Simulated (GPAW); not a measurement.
Worked example: self-consistent single point of TiZn (Pm-3m, 2 atoms in the cell) in GPAW.

Method: PBEsol, GPAW PAW datasets PBEsol (made by gpaw-setup) (plane waves; GPAW).

The change in words: lattice scaled by 0.98. Reference geometry:
```xyz
2
Lattice="3.1237 0.0000 0.0000 0.0000 3.1237 0.0000 0.0000 0.0000 3.1237" Properties=species:S:1:pos:R:3 pbc="T T T"
Ti     1.5619     1.5619     1.5619
Zn     0.0000     0.0000     0.0000
```

Reference input (self-consistent single point, DFT PBEsol, plane waves, GPAW PAW datasets PBEsol (made by gpaw-setup)): mode = pw; ecut = 850 eV; xc = PBEsol; kpts = 7 7 7; mesh shift (steps) = 0 0 0; occupations.name = fermi-dirac; occupations.width = 0.1 eV; nbands = -6; symmetry.symmorphic = false; symmetry.tolerance = 0.0005; maxiter = 100. This run's input differs from it in these lines:

```diff
@@ -5,6 +5,6 @@
 atoms = Atoms(['Ti', 'Zn'],
-              cell=[[3.123750, 0.000000, 0.000000],
-                    [0.000000, 3.123750, 0.000000],
-                    [0.000000, 0.000000, 3.123750]],
-              positions=[[1.561875, 1.561875, 1.561875],
+              cell=[[3.061275, 0.000000, 0.000000],
+                    [0.000000, 3.061275, 0.000000],
+                    [0.000000, 0.000000, 3.061275]],
+              positions=[[1.530638, 1.530638, 1.530638],
                          [0.000000, 0.000000, 0.000000]],
```

Output, abridged:

```
     iter     time        total  log10-change:
                         energy   eigst   dens
iter:   1 --:--:--    -9.704765
iter:   2 --:--:--    -9.677558   -0.73  -1.46
iter:   3 --:--:--    -9.339084   -1.18  -1.47
iter:   4 --:--:--    -9.505979   -0.85  -1.63
iter:   5 --:--:--    -9.805677   -1.29  -1.93
iter:   6 --:--:--    -9.336173   -1.25  -1.70
iter:   7 --:--:--    -9.339220   -1.19  -1.99
iter:   8 --:--:--    -9.317961   -1.47  -2.31
iter:   9 --:--:--    -9.294239   -3.08  -2.42
iter:  10 --:--:--    -9.285826   -2.16  -2.46
iter:  11 --:--:--    -9.283281c  -3.81  -2.83
iter:  12 --:--:--    -9.283578c  -3.74  -3.44
   [... lines left out ...]
iter:  23 --:--:--    -9.283086c  -7.25  -3.85
iter:  24 --:--:--    -9.283105c  -5.11  -3.85
iter:  25 --:--:--    -9.283114c  -4.75  -4.23c
iter:  26 --:--:--    -9.283087c  -5.24  -3.64
iter:  27 --:--:--    -9.283103c  -5.56  -4.23c
iter:  28 --:--:--    -9.283094c  -6.40  -4.25c
iter:  29 --:--:--    -9.283093c  -6.66  -4.44c
iter:  30 --:--:--    -9.283101c  -6.36  -4.47c
iter:  31 --:--:--    -9.283097c  -6.94  -4.40c
iter:  32 --:--:--    -9.283095c  -7.11  -4.52c
iter:  33 --:--:--    -9.283097c  -7.22  -4.57c
iter:  34 --:--:--    -9.283097c  -6.73  -4.75c
iter:  35 --:--:--    -9.283098c  -7.64c -4.77c
Converged after 35 iterations.

Dipole moment: (0.000003, 0.000003, 0.000003) |e|*Ang

Energy contributions relative to reference atoms: (reference = -72020.493258)

Kinetic:         +4.012634
Potential:       -1.481678
External:        +0.000000
XC:             -11.757856
Entropy (-ST):   -0.031083
Local:           -0.040657
SIC:             +0.000000
--------------------------
Free energy:     -9.298640
Extrapolated:    -9.283098

Showing only first 2 kpts
 Kpt  Band  Eigenvalues  Occupancy
  0    10      8.05638    1.99506
  0    11      8.05638    1.99506
  0    12     11.02989    0.00000
  0    13     11.02989    0.00000

  1    10      7.98956    1.99746
  1    11      8.07496    1.99405
  1    12     10.55329    0.00000
  1    13     10.55329    0.00000

Fermi level: 8.65643

Gap: 0.368 eV
Transition (v -> c):
  (s=0, k=12, n=11, [0.43, 0.14, 0.14]) -> (s=0, k=12, n=12, [0.43, 0.14, 0.14])
No difference between direct/indirect transitions
Energy (eV): -9.283098

Forces in eV/Ang:
  0 Ti   -0.00000   -0.00000    0.00000
  1 Zn    0.00000   -0.00000    0.00000

Stress tensor:
    -0.034284    -0.000000     0.000000
    -0.000000    -0.034284     0.000000
     0.000000     0.000000    -0.034284
Stress (GPa, Voigt): [-5.4929 -5.4929 -5.4929  0.      0.     -0.    ]
```

The run converged in 35 iterations. GPAW prints stress with tension positive. Against the reference run the free energy goes up by 8.0 meV/atom and the pressure goes from -2.51 to 5.49 GPa.

The starting cell comes from a database of computed structures (which also holds hypothetical and non-ambient phases and stackings), without a prior relaxation at this level. For this run, on top of that: lattice scaled by 0.98. Spin polarisation is off. With a pressure of about 5 GPa the cell is away from its equilibrium volume at this level. The log's line on a gap gives a spacing of levels on this mesh, which the program prints for metals too.
